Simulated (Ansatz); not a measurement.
## Ansatz run on a (001) slab of Au (cut from a parent of space group no. 2; 4 atoms in the cell): self-consistent single point

Method of the run: LDA (PW92), default PAW files made with PBE (plane waves; Ansatz, a quantum-chemistry and plane-wave program).

Input as run:

Ansatz 0.2 input:
```yaml
crystal:
  lattice:
    - [2.829567, 0.000000, 0.000000]
    - [-0.013020, 2.834281, 0.000000]
    - [0.000000, 0.000000, 21.184784]
  atoms:
    - { symbol: Au, position: [0.220164, 0.188242, 0.435983] }
    - { symbol: Au, position: [0.749388, 0.710101, 0.330426] }
    - { symbol: Au, position: [0.814075, 0.767911, 0.669574] }
    - { symbol: Au, position: [0.343298, 0.289770, 0.564017] }
basis:
  ecutwfc: 420.0
kpoints:
  mp_grid: { grid: [11, 11, 1] }
hamiltonian:
  xc: lda
  pseudopotentials: { kind: paw }
scf:
  occupations: { method: gaussian, width: 0.1 }
output:
  forces: true
  eigenvalues: true
  stress: true
```

The program printed (abridged):

```
WARN the atoms were moved onto the symmetric positions of the space group found under crystal.symmetry.tolerance 1.0e-5 (fractional …
WARN ansatz: RAYON_NUM_THREADS=1 ignored (pool sized by the plan → 1); use --threads N
Pseudopotentials: kind: paw
Pseudopotential: Au, paw, valence charge 19
Crystal: 4 atoms, lattice volume = 169.897 Å³
Basis set: ecut = 420 eV, 3351 PW (Γ)
Bands: 46, of which v1, the nominal top of the filled ones, is band 38 counted from 1 (37 counted from 0)
Symmetry: 2 space group operations
Space group: P-1 (ITA 2), of the structure as read, at distance tolerance 5.5e-5 Å
k-points: 61 of 121
PAW frozen core: Au, regenerated for the run's functional, and the local potential with it
Initial density: superposition of atomic densities (neutral atoms: chi_scale 0, normalization atom), corrected by the library's trained network
Initial wavefunctions: pseudopotential atomic-orbital guess
Eigensolver: davidson
Functional: x = slater, c = lda
SCF iter   1: F=—  HF=-51457.897986 eV  |F-HF|=—  |Δ(HF+E_count)|=         —  Δρ=6.14e-3  dr2=9.98e-2  ethr=1.77e-3  ⟨swp⟩=7.6  Hψ=11871  notcnv=0  defer=30
all-band conjugate gradients solve this SCF's bands
preconditioner: auto → LDOS
SCF iter   2: F=—  HF=-51457.908517 eV  |F-HF|=—  |Δ(HF+E_count)|=   1.05e-2  Δρ=6.23e-3  dr2=9.58e-2  ethr=1.31e-4  ⟨swp⟩=2.5  Hψ=6076  notcnv=0  defer=141
SCF iter   3: F=—  HF=-51457.885645 eV  |F-HF|=—  |Δ(HF+E_count)|=   2.29e-2  Δρ=5.39e-4  dr2=3.80e-4  ethr=1.26e-4  ⟨swp⟩=2.0  Hψ=4310  notcnv=0  defer=141
SCF iter   4: F=—  HF=-51457.885552 eV  |F-HF|=—  |Δ(HF+E_count)|=   9.36e-5  Δρ=2.26e-4  dr2=1.49e-4  ethr=5.01e-7  ⟨swp⟩=3.0  Hψ=6138  notcnv=0  defer=141
SCF iter   5: F=—  HF=-51457.885528 eV  |F-HF|=—  |Δ(HF+E_count)|=   2.40e-5  Δρ=9.17e-5  dr2=1.87e-5  ethr=1.97e-7  ⟨swp⟩=2.0  Hψ=3954  notcnv=0  defer=141
SCF iter   6: F=—  HF=-51457.885523 eV  |F-HF|=—  |Δ(HF+E_count)|=   4.73e-6  Δρ=2.69e-5  dr2=1.56e-6  ethr=2.46e-8  ⟨swp⟩=2.0  Hψ=3968  notcnv=0  defer=141
SCF iter   7: F=—  HF=-51457.885523 eV  |F-HF|=—  |Δ(HF+E_count)|=   5.64e-8  Δρ=8.12e-6  dr2=1.00e-7  ethr=2.05e-9  ⟨swp⟩=2.1  Hψ=4325  notcnv=0  defer=141
SCF iter   8: F=-51457.885523 eV  HF=-51457.885523 eV  |F-HF|=1.11e-8  |Δ(HF+E_count)|=   2.22e-8  Δρ=2.09e-6  dr2=1.65e-8  ethr=1.32e-10  ⟨swp⟩=12.8  Hψ=13498  notcnv=0
SCF 1 converged in 8 iterations: F = -51457.885523 eV  dr2 = 1.65e-8
SCF converged after 8 iterations
Free energy (F): -51457.885523 eV
Harris-Foulkes:  -51457.885523 eV  (|F-HF|=1.11e-8)
Internal energy: -51457.881193 eV  (E = F + TS)
E sigma→0 (E₀):  -51457.883358 eV
Entropy (-TS):   -0.004330 eV (-1.083 meV/atom)
Fermi energy:    4.565936 eV
--- Per-component energies (eV) ---
  E_band       = -1997.008879
  E_kinetic    = 2413.512500
  E_local      = -78008.599775  (includes V_loc(G=0)·N_el)
  E_nonlocal   = 326.097208
  E_hartree    = 37917.290706
  E_xc         = -900.998221
  E_vxc        = -1092.384479  (∫ρ·V_xc dr)
  E_paw        = -37694.434489  (= ΣΔE_a)
  E_vpaw       = -1470.243574  (= ΣTr[D̂ρ^β])
  E_aug_tail   = 0.005222  (compensation charges beyond the density's cutoff)
  E_ewald      = 24487.154784
  E_core_change = 2.090871  (= ΣΔE_core)
  E_smearing   = -0.004330  (= −TS)
  E_closure    = -0.000000  (closes the sum)
  Σ components = -51457.885523   (vs F -51457.885523, Δ=0.00e0)
--- Forces (eV/Å), atoms counted from 1 ---
  atom   1  Au     0.03198412     0.02720396    -0.00019516
  atom   2  Au    -0.00794875    -0.00502878     0.72377593
  atom   3  Au     0.00794875     0.00502878    -0.72377593
  atom   4  Au    -0.03198412    -0.02720396     0.00019516
  max |Σ_I F_I| component: 4.68e-17 eV/Å
--- Stress (GPa, compression-positive) ---
       -7.486924       0.033788      -0.028122
        0.033788      -7.569665      -0.035634
       -0.028122      -0.035634      -4.903772
  P = ⅓ Tr σ = -6.6535 GPa (-66.535 kbar)
  The stress holds the Pulay correction. Without it, at fixed plane waves, as pw.x and ABINIT print it: P = -6.6681 GPa
--- Band table (eV; the first three rows and the last of 61) ---
  k-point 0: bands = ["-100.5445", "-100.5403", "-100.2937", "-100.2937", "-51.9244", "-51.8259", "-51.7884", "-51.7841", "-51.7808", "-51.7775", "-51.5750", "-51.5747", "-51.5720", "-51.5720", "-51.5419", "-51.5407", "-3.5489", "-2.9096", [...]
  k-point 1: bands = ["-100.5440", "-100.5399", "-100.2933", "-100.2933", "-51.9234", "-51.8256", "-51.7979", "-51.7907", "-51.7845", "-51.7779", "-51.5846", "-51.5844", "-51.5727", "-51.5726", "-51.5412", "-51.5400", "-3.3630", "-2.7281", [...]
  k-point 2: bands = ["-100.5429", "-100.5388", "-100.2922", "-100.2922", "-51.9213", "-51.8351", "-51.8208", "-51.8159", "-51.7823", "-51.7756", "-51.6143", "-51.6139", "-51.5706", "-51.5705", "-51.5391", "-51.5382", "-2.8603", "-2.2568", [...]
  k-point 60: bands = ["-100.5388", "-100.5347", "-100.2880", "-100.2880", "-51.9399", "-51.9325", "-51.8902", "-51.8133", "-51.7857", "-51.7788", "-51.7107", "-51.7072", "-51.5739", "-51.5739", "-51.5319", "-51.5318", "-1.2822", "-1.1198", [...]
```

The run converged in 8 iterations.

The starting cell comes from a database of computed structures (which also holds hypothetical and non-ambient phases and stackings), without a prior relaxation at this level. The slab is cut from that crystal, and its faces are unrelaxed. Its lattice was rescaled by up to half a per cent. Spin-orbit coupling is off.
